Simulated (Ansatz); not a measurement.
For TaAg (model structure, P4/mmm, No. 123, 2 atoms in the cell), PBE (PAW; Ansatz, an electronic-structure program) gives:

```
Quantity                   Value
------------------  ------------
lattice constant a       2.838 Å
c axis length            4.377 Å
bulk modulus             158 GPa
cohesive energy     4.96 eV/atom
```

Problem. What does r²SCAN in Ansatz (plane waves, PAW) give for the same quantities?

Solution. 
- lattice constant a: 2.824 Å (drops by 0.5 %)
- lattice parameter c: 4.333 Å (shrinks by 1.0 %)
- bulk modulus: 170 GPa (goes up by 7.6 %)
- cohesive energy: 5.01 eV/atom (increases by 0.05 eV/atom)

Changes are worked out from the printed values.

Unless a cell is named, each level is at its own relaxed cell (PBE 17.63, r²SCAN 17.28 Å³/atom).

Levels without +SOC leave out spin–orbit coupling, which shifts energies and cells of such heavy elements.

Caveats: the bulk modulus is −V dP/dV from two relaxed cells at ±2 % in volume (PBE, r²SCAN). Ansatz's density-functional and Hartree–Fock values are scalar-relativistic unless marked +SOC, with PAW data made under PBE.

A model structure was made by putting elements into a prototype or built by hand; it is no filed structure, need not be a known phase, and can be a saddle point held by its symmetry.
